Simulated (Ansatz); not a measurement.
Levels about the gap of amorphous B32N30O3 (65 atoms in a cell of 676 Å³, 2.00 g/cm³; zone centre alone, so wide bands show as single levels with stretches between that a denser mesh fills), at the geometry that PBE relaxed, where it gives -0.3 GPa on a denser mesh. Exact exchange is cut at the faces of this small cell, which leaves a finite-size error. The participation number counts the atoms over which a state spreads; weights are charges in smoothed Voronoi cells. The levels come from a single point, so bond lengths are those of that geometry. Method of the levels: HSE06, scalar-relativistic without spin-orbit coupling (Ansatz, a program for electronic structure). Sampling: the zone centre alone; Fermi-Dirac width 0.01 eV; collinear spin, started from moments on atoms (the moments died out). At PBE the levels at both edges of the gap are localised (band-tail or defect states), and the nearest spread-out levels lie 3.2 eV apart at the zone centre.

It comes from a melt-quench run on a machine-learned potential (CHGNet), relaxed afterwards by DFT. O and N atoms were pushed apart under 1.9 Å during the dynamics, to hinder bonds among them. The hot cell started wider than the set density and was brought back towards it in steps. It is the lowest in DFT energy of 2 quenches. It is a model cell: composition and starting density were chosen by hand, and all elements were melted together. No dispersion term was used. Its density started from a set value of 2.00 and ended at 2.00 g/cm³. The simulated quench (nominally 580 K/ps over its main leg) is rapid and tends to freeze in more defects than a deposited or slowly cooled glass has. One small periodic cell is one sample of the glass; other quenches scatter about these values. The volume was held where the preparation left it, at a PBE pressure of -0.3 GPa (tension). Stress components on the final sampling reach 3.6 GPa.

```tsv
E - E(highest filled), eV	filling	spin	participation number	largest on	weight N	weight B	weight O
-0.37	filled	dn	18.4	N, 3 neighbours	0.82	0.16	0.02
-0.34	filled	up	15.5	N, 3 neighbours	0.83	0.16	0.01
-0.34	filled	dn	15.5	N, 3 neighbours	0.83	0.16	0.01
-0.09	filled	up	11.3	N, 3 neighbours	0.85	0.14	0.01
-0.09	filled	dn	11.3	N, 3 neighbours	0.85	0.14	0.01
0.00	filled	up	6.1	N, 3 neighbours	0.81	0.15	0.04
0.00	filled	dn	6.1	N, 3 neighbours	0.81	0.15	0.04
3.95	empty	up	6.0	B, 2 neighbours	0.26	0.73	0.01
3.95	empty	dn	6.0	B, 2 neighbours	0.26	0.73	0.01
4.51	empty	dn	12.7	B, 3 neighbours	0.24	0.72	0.04
4.51	empty	up	12.7	B, 3 neighbours	0.24	0.72	0.04
4.69	empty	dn	27.1	B, 3 neighbours	0.25	0.74	0.01
4.69	empty	up	27.1	B, 3 neighbours	0.25	0.74	0.01
4.95	empty	up	21.0	B, 3 neighbours	0.27	0.72	0.01
```

Most localised among these is the empty level at +3.95 eV, on a B atom, which has 2 neighbours (N 1.30 Å, N 1.39 Å).
